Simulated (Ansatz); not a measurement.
The parent structure is CdGeAs2 in the chalcopyrite structure (space group I-42d, No. 122).

```yaml
crystal:
  lattice:
    - [-2.97099, 2.97099, 5.65597]
    - [2.97099, -2.97099, 5.65597]
    - [2.97099, 2.97099, -5.65597]
  atoms:
    - { symbol: Cd, position: [0.00000, 0.00000, 0.00000] }
    - { symbol: Cd, position: [0.75000, 0.25000, 0.50000] }
    - { symbol: Ge, position: [0.50000, 0.50000, 0.00000] }
    - { symbol: Ge, position: [0.25000, 0.75000, 0.50000] }
    - { symbol: As, position: [0.87500, 0.84974, 0.47474] }
    - { symbol: As, position: [0.15026, 0.62500, 0.02526] }
    - { symbol: As, position: [0.37500, 0.40026, 0.52526] }
    - { symbol: As, position: [0.59974, 0.12500, 0.97474] }
```

All numbers come from PBEsol (Ansatz, a quantum-chemistry and plane-wave program), no spin-orbit coupling.

Base values:

* **Pressure**: 0.00 GPa

One thing is altered: every lattice vector is stretched by 0.75 %, atoms relaxed at fixed cell.

Q: Estimate the effect on the energy relative to the base and pressure.

A: The energy goes up by 2.3 meV/atom; the pressure (mean of the normal stresses, compression positive) goes from zero to -1.29 GPa.

The cells carry an imposed strain or load. Stability against distortions was not tested.
